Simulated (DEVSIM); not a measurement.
System: abrupt Si p-n junction, at 250 K.

```
layer (left to right)  material  thickness (μm)  Nd (cm⁻³)  Na (cm⁻³)  τn (s)  τp (s)
---------------------  --------  --------------  ---------  ---------  ------  ------
1                            Si            1.80          -     3.7e18    1e-7    1e-7
2                            Si           0.370     1.4e17          -    1e-7    1e-7
```

Left contact: ohmic. Right contact: ohmic. Voltage is applied to the left contact. Recombination: SRH at mid-gap, radiative. Gap narrowing is on: ΔEg = 6.92 meV × (l + √(l² + 0.5)), l = ln(N/1.3e17 cm⁻³), shared equally by both band edges. Mobility is μmin + (μ − μmin)/(1 + (N/Nref)^α).

The device is made up for the run: typed textbook-type constants, with dimensions and the other settings drawn at random. Values at 300 K; Nc and Nv go as T^1.5, mobilities as T to minus their exponent, the gap by Varshni's rule with the affinity fixed. The table also holds parameters that only a changed run uses.

```
parameter               Si
----------------  --------
gap (eV)             1.124
affinity (eV)         4.05
permittivity          11.7
Nc (cm⁻³)          2.86e19
Nv (cm⁻³)           3.1e19
μn (cm²/Vs)           1417
μp (cm²/Vs)            470
μn,min                  52
μp,min                  45
Nref,n              9.7e16
Nref,p              2.2e17
αn                    0.68
αp                    0.72
T exponent of μn       2.3
T exponent of μp       2.2
B (cm³/s)          4.7e-15
Cn (cm⁶/s)         2.8e-31
Cp (cm⁶/s)         9.9e-32
Varshni α (eV/K)  0.000473
Varshni β (K)          636
```

DEVSIM, 1D drift-diffusion, Boltzmann statistics, complete ionisation; no tunnelling, impact ionisation, image-force lowering or self-heating.

Base results: dark forward voltage at 100 A/cm² (V) 0.823; largest field in the device at zero bias (V/cm) 200000; potential step across the device at zero bias (V) 0.961; dark forward voltage at 1 A/cm² (V) 0.723.

Q: What follows from this one change: thickness of layer 2 0.37 → 0.63 μm?

A: dark forward voltage at 100 A/cm² 0.823 → 0.835 V; largest field in the device at zero bias little changed (200000 V/cm); potential step across the device at zero bias little changed (0.961 V); dark forward voltage at 1 A/cm² 0.723 → 0.735 V.

Q: What follows from this one change: doping Na of layer 1 3.7e+18 → 1.1e+17 cm^-3?

A: dark forward voltage at 100 A/cm² 0.823 → 0.816 V; largest field in the device at zero bias 200000 → 130000 V/cm; potential step across the device at zero bias 0.961 → 0.907 V; dark forward voltage at 1 A/cm² 0.723 → 0.714 V.

Q: What follows from this one change: constant mobility in place of the doping-dependent one?

A: dark forward voltage at 100 A/cm² 0.823 → 0.810 V; largest field in the device at zero bias little changed (200000 V/cm); potential step across the device at zero bias little changed (0.961 V); dark forward voltage at 1 A/cm² 0.723 → 0.709 V.
